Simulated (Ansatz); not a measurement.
Take Sn in the diamond structure (space group Fd-3m, No. 227; a = 6.656 Å; relaxed with 0.1 eV smearing) as the base.

All numbers come from Ansatz (a quantum-chemistry and plane-wave program), PBE, PAW, cutoff 420 eV, no spin-orbit coupling.

Strains are applied to the cell and any free atomic positions relax.

One change was made to it. Results:

| quantity | base | after |
|---|---|---|
| pressure | 0.0 GPa | 0.6 GPa |
| energy relative to the base (free energy F) | 0 meV/atom | +0.9 meV/atom |

Q: What was done to the base?
A) isotropic strain −0.50 %
B) isotropic strain +3.00 %
C) isotropic strain +1.50 %
D) isotropic strain −2.50 %

A: A, isotropic strain −0.50 %. For comparison, the energy relative to the base in the other runs: isotropic strain +1.50 % gives +7.9 meV/atom; isotropic strain +3.00 % gives +30 meV/atom; isotropic strain −2.50 % gives +25 meV/atom.

No phonon test of stability was made.
